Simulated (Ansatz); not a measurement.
fcc Ni, ferromagnetic (0 0 1) on diamond (0 0 1) (film strained to the substrate, faces as cut; started ferromagnetic)

A periodic stack without vacuum, fcc Ni, ferromagnetic (0 0 1) on diamond (0 0 1) (film strained to the substrate, faces as cut; started ferromagnetic): substrate slab C16, film Ni6, surface cells [[1, 0], [1, 1]] and [[1, 0], [1, 1]], film strained by +1.5 and +1.5 %, faces C/C and Ni/Ni as cut (like faces can put a slab off its formula).

The start was prepared with a machine-learned potential, and the result is one local minimum, with the in-plane cell held and forces under 0.04 eV/Å; the film can end far from its bulk form.

These are PBE (plane waves to 420 eV, PAW; Ansatz, a quantum-chemistry and plane-wave program) values and carry that method's errors. Spin–orbit coupling is left out; PBE gaps are too small against experiment. Its k-point mesh 12×12×1, Fermi–Dirac width 0.05 eV.

| Item | Result |
|---|---|
| interface area | 6.4 Å² |
| period | 24.99 Å |
| gaps between the outermost planes at the two interfaces | 1.45 and 1.45 Å |
| C–Ni contacts across the interfaces within 1.22 times the sum of covalent radii | 4, mean 1.92 Å |
| hole barrier (PBE) | 0.28 eV |
| electron barrier (PBE) | 3.85 eV |

```
Ni3C8
1.0
    2.52546    -0.00004     0.01035
   -0.00003     2.52529     0.05152
    1.15920    -0.51416    24.98567
C Ni
16 6
Cartesian
  2.60946   0.30587   1.55340
  1.35020   0.32320   0.70258
  1.33931   1.53172   3.37605
  2.60568   1.54979   2.49488
  2.59473   0.23258   5.14205
  1.33566   0.25079   4.24501
  1.32466   1.45883   6.94808
  2.59105   1.47700   6.06078
  2.58010   0.15976   8.71273
  1.32103   0.17797   7.81508
  1.31005   1.38603  10.51814
  2.57643   1.40419   9.63145
  2.56550   0.08701  12.27861
  1.30641   0.10512  11.38709
  1.29553   1.31368  14.06053
  2.56174   1.33095  13.22008
  2.54475   1.24632  17.31705
  1.28952   0.02130  15.48700
  2.53042   1.17489  20.75093
  1.27490  -0.05186  18.99752
  2.51562   1.10146  24.26174
  1.26051  -0.12336  22.43154
```
Starting moments (μB, in the order of the record's atoms C C C C C C C C C C C C C C C C Ni Ni Ni Ni Ni Ni): 0.0 0.0 0.0 0.0 0.0 0.0 0.0 0.0 0.0 0.0 0.0 0.0 0.0 0.0 0.0 0.0 0.7 0.7 0.7 0.7 0.7 0.7.
